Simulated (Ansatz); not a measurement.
The starting structures come from a database of crystals and need not be the phases stable at ambient conditions.

Evanescent states of CsVN$_{2}$ (Fd-3m, not sure to be the ambient phase, 8 atoms a cell, 18.2 Å³ an atom) along the normal of (111)

Computed with r2SCAN (plane waves, PAW; Ansatz, a quantum-chemistry and plane-wave program).

The gap is the functional's own. No spin-orbit coupling. Mid-gap values are interpolated on the energy grid.

Energies count from the valence-band top; κ is the least over a 6×6 mesh across the current.

| E (eV) | κ (1/Å) | where |
|---|---|---|
| 0.03 | 0.041 | off Γ |
| 0.09 | 0.065 | Γ |
| 0.15 | 0.078 | Γ |
| 0.21 | [?] | Γ |
| 0.27 | [?] | Γ |
| 0.33 | [?] | Γ |
| 0.39 | [?] | Γ |
| 0.45 | [?] | Γ |
| 0.51 | [?] | Γ |
| 0.57 | [?] | Γ |
| 0.63 | 0.077 | Γ |
| 0.69 | 0.059 | Γ |
| 0.75 | 0.013 | Γ |

Q: Fill in the missing entries.

A: 
- 0.21, κ (1/Å): 0.087
- 0.27, κ (1/Å): 0.093
- 0.33, κ (1/Å): 0.096
- 0.39, κ (1/Å): 0.098
- 0.45, κ (1/Å): 0.097
- 0.51, κ (1/Å): 0.094
- 0.57, κ (1/Å): 0.088
